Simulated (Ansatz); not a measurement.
Data:

End structure of a constructed model of the (100) surface of fcc Pd, a layer of Os in place of the second plane (bottom of the slab: a bare face, its two planes held):

```yaml
crystal:
  lattice:
    - [2.78861, 0.00000, 0.00000]
    - [0.00000, 2.78861, 0.00000]
    - [0.00000, 0.00000, 26.00000]
  atoms:
    - { symbol: Pd, position: [0.50000, 0.50000, 0.30925] }
    - { symbol: Pd, position: [0.00000, 0.00000, 0.38509] }
    - { symbol: Pd, position: [0.50000, 0.50000, 0.46136] }
    - { symbol: Pd, position: [0.00000, 0.00000, 0.53878] }
    - { symbol: Os, position: [0.50000, 0.50000, 0.61038] }
    - { symbol: Pd, position: [0.00000, 0.00000, 0.68053] }
```

Slab: 6 atoms, 9.9 Å thick at the start (thin: gaps and levels are the slab's own); k 13x13x1, smearing 0.1 eV, dipole-corrected; 2 atoms held, the rest relaxed; held to the start's symmetry, so lower structures may exist; no spin, no spin-orbit, no U. It is one candidate, not shown to be the stable structure of the face.

Question: Estimate the work function of the top face that PBE run with Ansatz (a quantum-chemistry and plane-wave program) returns for this input.

Answer: 4.67 eV
